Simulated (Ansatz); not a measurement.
**Hypothetical anti-perovskite Mg3SnO: pressure series**

Consider Mg3SnO in the anti-perovskite structure (space group Pm-3m, No. 221; a = 4.391 Å; a hypothetical phase, not in the database extracts checked).

Cell and atoms are relaxed at each pressure.

Level of theory: PBE (Ansatz, a program for electronic structure), no spin-orbit coupling.

```csv
pressure (GPa),volume per atom (Å³/atom)
-2,17.460
-1,17.184
0,16.932
0.3,16.860
0.7,16.766
1.5,16.587
3,16.270
5,?
10,15.114
```

Q: Fit the third-order Birch–Murnaghan form P(V) = (3B₀/2)[(V₀/V)^(7/3) − (V₀/V)^(5/3)]·[1 + (3/4)(B₀′ − 4)((V₀/V)^(2/3) − 1)] (squares taken in P) to the rows shown and predict the withheld row.

A: Least squares on the printed values gives V₀ = 16.932 Å³/atom, B₀ = 69.4 GPa, B₀′ = 4.2; this predicts 15.896 Å³/atom, and the run gives 15.895 Å³/atom, in agreement.

Load acts through the strain it causes; cell and atoms are relaxed under it. Stability against distortions was not tested. No other phases were tried under pressure. All final runs are without spin polarisation.
